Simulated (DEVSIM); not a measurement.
System: abrupt Si p-n junction, at 300 K.

Layer 1 from the left is Si, thickness (μm) 7.70, Na (cm⁻³) 3.7e16, τn (s) 3.5e-6, τp (s) 3.5e-6. Layer 2 from the left is Si, thickness (μm) 6.00, Nd (cm⁻³) 8.1e16, τn (s) 3.5e-6, τp (s) 3.5e-6.

Left contact: ohmic. Right contact: ohmic. Voltage is applied to the left contact. Recombination: SRH at mid-gap, radiative, Auger. Mobility is μmin + (μ − μmin)/(1 + (N/Nref)^α).

The device is made up for the run: typed textbook-type constants, with dimensions and the other settings drawn at random. Values at 300 K.

Si: gap (eV) 1.124, affinity (eV) 4.05, permittivity 11.7, Nc (cm⁻³) 2.86e19, Nv (cm⁻³) 3.1e19, μn (cm²/Vs) 1417, μp (cm²/Vs) 470, μn,min 52, μp,min 45, Nref,n 9.7e16, Nref,p 2.2e17, αn 0.68, αp 0.72, B (cm³/s) 4.7e-15, Cn (cm⁶/s) 2.8e-31, Cp (cm⁶/s) 9.9e-32.

**Question.** Estimate by hand the built-in potential, the peak field at zero bias, the capacitance at -2 V, and compare with a numerical solution.

**Answer.** 
- Built-in potential: ni = √(Nc Nv) exp(−Eg/2kT) = 1.08e10 cm⁻³ with Eg = 1.124 eV; Vbi = kT/q ln(Na Nd/ni²) = 0.798 V; numerical 0.798 V.
- Peak field at zero bias: depletion approximation: W = √(2εVbi/(qN)) = 0.202 μm with N = 2.54e16 cm⁻³; field = 2Vbi/W = 79200 V/cm; numerical 76600 V/cm (estimate above by 3.4 %).
- Capacitance at -2 V: C = √(qεN / 2(Vbi + |V|)) = 27.4 nF/cm²; numerical 27.7 nF/cm² (estimate below by 0.93 %).

Model (solved in DEVSIM): 1D drift-diffusion, Boltzmann statistics, complete ionisation; no tunnelling, impact ionisation, image-force lowering or self-heating.
